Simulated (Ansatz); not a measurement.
A user runs Ansatz (a program for electronic structure) on CuAu (P4/mmm, 2 atoms in the cell) and asks whether the run is sound. The aim is a self-consistent single point with DFT, LDA (PW92), plane waves, default PAW files made with PBE.

Input as run:

Ansatz 0.2 input:
```yaml
crystal:
  lattice:
    - [2.87521600, 0.00000000, 0.00000000]
    - [0.00000000, 2.87521600, 0.00000000]
    - [0.00000000, 0.00000000, 3.61241200]
  atoms:
    - { symbol: Cu, position: [0.50000000, 0.50000000, 0.50000000] }
    - { symbol: Au, position: [0.00000000, 0.00000000, 0.00000000] }
kpoints:
  mp_grid:
    grid: [9, 9, 7]
    shift: [0.5, 0.5, 0.5]
hamiltonian:
  xc: lda
  pseudopotentials:
    kind: paw
scf:
  occupations:
    method: fixed
output:
  forces: true
  eigenvalues: true
  stress: true
```

Output, abridged:

```
WARN basis.ecutwfc = 420 eV, the default
WARN ansatz: RAYON_NUM_THREADS=1 ignored (pool sized by the plan → 1); use --threads N
Pseudopotentials: kind: paw
Pseudopotential: Cu, paw, valence charge 19
Pseudopotential: Au, paw, valence charge 19
Crystal: 2 atoms, lattice volume = 29.863 Å³
Basis set: ecut = 420 eV, 577 PW (Γ)
Bands: 23, of which v1, the nominal top of the filled ones, is band 19 counted from 1 (18 counted from 0)
Symmetry: 16 space group operations
Space group: P4/mmm (ITA 123), of the structure as read, at distance tolerance 3.1e-5 Å
k-points: 60 of 567
PAW frozen core: Cu, regenerated for the run's functional, and the local potential with it
PAW frozen core: Au, regenerated for the run's functional, and the local potential with it
Initial density: superposition of atomic densities (neutral atoms: chi_scale 0, normalization atom), corrected by the library's trained network
Initial wavefunctions: pseudopotential atomic-orbital guess
Eigensolver: davidson
Functional: x = slater, c = lda
SCF iter   1: F=—  HF=-19419.967433 eV  |F-HF|=—  |Δ(HF+E_count)|=         —  Δρ=2.47e-2  dr2=1.08e-1  ethr=1.77e-3  ⟨swp⟩=4.5  Hψ=4764  notcnv=0  defer=104
all-band conjugate gradients solve this SCF's bands
   [... lines left out ...]
WARN: the bands overlap at the fill by count (19 filled at each k-point of a channel) …
SCF 1 converged in 7 iterations: F = -19419.943991 eV  dr2 = 9.10e-8
Free energy (F): -19419.943991 eV
Internal energy: -19419.943991 eV  (E = F + TS)
E sigma→0 (E₀):  -19419.943991 eV
Fermi energy:    22.801571 eV
--- Forces (eV/Å), atoms counted from 1 ---
  atom   1  Cu     0.00000000     0.00000000     0.00000000
  atom   2  Au    -0.00000000     0.00000000     0.00000000
--- Stress (GPa, compression-positive) ---
       -7.934530       0.000000       0.000000
        0.000000      -7.934530       0.000000
        0.000000       0.000000     -12.309877
  P = ⅓ Tr σ = -9.3930 GPa (-93.930 kbar)
  The stress holds the Pulay correction. Without it, at fixed plane waves, as pw.x and ABINIT print it: P = -9.4565 GPa
```

Problem. Can these results be used? Check the input.

Solution. The run is not sound. The fault is fixed (insulator-type) occupations in a metal. Fixed occupations assume a gap. Where bands overlap, the filling has to be decided k-point by k-point from a Fermi level. To fix it, use a smearing (or tetrahedra) with enough empty bands. The run converged in 7 iterations without an error; against the sound input the free energy rises by 375 meV/atom and the pressure goes from -12.18 to -9.39 GPa. The full log also holds (shortened here): “WARN: iter 1: σ=0 fill of 19 bands saw a band overlap (occupied 22.8374 eV > unoccupied 16.1816 eV) — on an unconverged iterate often a transient of an (band_overlap_at_count)”.

An input that runs soundly differs in these lines (not the only fix; some lines may just follow from the change or write a value another way):
```diff
-    method: fixed
+    method: fermi_dirac
+    width: 0.1
```

With that input, the run converged in 7 iterations: free energy E − TS (on the zero of these files) -19420.6943 eV; Fermi level (on the code's own zero) 17.91 eV; pressure -12.18 GPa (DFT, LDA (PW92), plane waves, default PAW files made with PBE).

On the sound input: the starting cell comes from a database of computed structures (which also holds hypothetical and non-ambient phases and stackings), without a prior relaxation at this level. Its lattice was rescaled by a random factor within 2.5 % of one. Spin-orbit coupling is off. Spin polarisation is off. With a pressure of about -12 GPa the cell is away from its equilibrium volume at this level. Ansatz's pressure includes its estimate of the finite-basis (Pulay) stress.
